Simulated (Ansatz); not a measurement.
Zr3N4 (Fd-3m, No. 227, 14 atoms in the cell; start mp-754381; a measured phase of this formula has another space group)

All values below come from PBE0 in Ansatz (plane waves, PAW).

Numerical settings: plane-wave cutoff 460 eV, 4×4×4 k mesh, Fermi–Dirac smearing 0.01 eV, scalar-relativistic PAW data made under PBE.

Cell (relaxed with PBEsol):

Zr₃N₄ has the cubic space group Fd-3m, origin choice 1 (No. 227), Pearson symbol cF56. Conventional cell: a = b = c = 9.0829 Å, α = β = γ = 90.00°. Zr1 on 16d has 6 N at 2.201 Å (octahedral). Zr2 on 8a sees 4 N at 2.091 Å (tetrahedral). N on 32e is coordinated by 1 Zr at 2.091 Å and 3 Zr at 2.201 Å. (Neighbours: up to the widest gap in distance over summed covalent radii, below 1.35, at either atom; cation-cation and far metal-metal contacts left out.)
(The calculation used a cell of 14 atoms; values per cell refer to that cell.)

```
Quantity                                                           Value
-------------------------------------------  ---------------------------
band gap                                     2.25 eV (on the SCF k mesh)
smallest direct gap on the k points sampled                      2.44 eV
```

Note: cell and atoms aren't relaxed at this level (pressure 1.6 GPa).

Spin–orbit coupling is not included.

A start named mp-… is a Materials Project structure, which need not be a measured phase.

Ansatz is a quantum-chemistry and plane-wave program.
